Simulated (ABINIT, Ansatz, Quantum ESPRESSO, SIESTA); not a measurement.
## GaN (F-43m, 2 atoms in the cell) computed with different codes at matched settings

Relaxation of cell and atoms.

```
CELL_PARAMETERS angstrom
      0.00000     2.27806     2.27806
      2.27806     0.00000     2.27806
      2.27806     2.27806     0.00000
ATOMIC_POSITIONS crystal
  Ga 0.00000 0.00000 0.00000
  N  0.75000 0.75000 0.75000
```

Shared settings, as Ansatz (a program for electronic structure) writes them: kpoints.mp_grid.grid = 6 6 6; scf.occupations.method = fixed. Potentials and cutoffs stand in the table.

| code | model | final volume (Å³/atom) | gap on the mesh (eV) | cutoff |
|---|---|---|---|---|
| Quantum ESPRESSO | PBE, PseudoDojo standard norm-conserving (PBE) pseudopotentials | 11.77 | 1.573 | 85 Ry |
| Ansatz | PBE, default PAW files | 11.76 | 1.540 | default |
| SIESTA | GGA PBE, numerical atomic orbitals TZP, PseudoDojo PBE standard norm-conserving potentials (rewritten from UPF to PSML) | 11.85 | 1.565 | grid 400 Ry |
| ABINIT | PBE, PAW (JTH v2.0 PBE PAW) | 11.80 | 1.515 | 52 Ry |

Gaps are read on the mesh.

The spread over the programs that give each value: final volume within 0.09 Å³/atom; gap on the mesh within 0.058 eV.

SIESTA uses small atom-centred bases, whose incompleteness enters pressures, forces and empty levels differently from a plane-wave cutoff. The programs treat the finite-basis stress differently while the cell relaxes: Ansatz adds an estimate of it, ABINIT smooths its cutoff (ecutsm).

The starting cell comes from a database of computed structures (which also holds hypothetical and non-ambient phases and stackings), without a prior relaxation at this level. Its lattice was rescaled by a random factor within 2.5 % of one.

Left out of this page: GPAW (not drawn, or without a comparable value).

Keys are those of Ansatz 0.2.
